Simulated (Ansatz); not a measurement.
Consider PbS in the rock salt structure (space group Fm-3m, No. 225; a = 6.0089 Å).

Levels (all Ansatz, an electronic-structure program, PAW): PBE (420 eV, without spin-orbit coupling); HSE06 (420 eV, without spin-orbit coupling).

Its gap is 0.49 eV with PBE and 0.94 eV with HSE06.

Perturbation: cell and atoms relaxed at a pressure of 1.8 GPa.

With PBE the gap becomes 0.38 eV.

Task: If the HSE06 correction stayed the same, what would the HSE06 gap be, and what does the HSE06 run give?

Result: A rigid correction of +0.45 eV gives 0.83 eV. The HSE06 run gives 0.82 eV, so the two effects roughly add.

Single points use the geometry relaxed with PBE. HSE06 gaps are upper bounds (no full band path). With Pb present, leaving out spin-orbit coupling can change the band edges. Load acts through the strain it causes; cell and atoms are relaxed under it. No phonon test of stability was made.
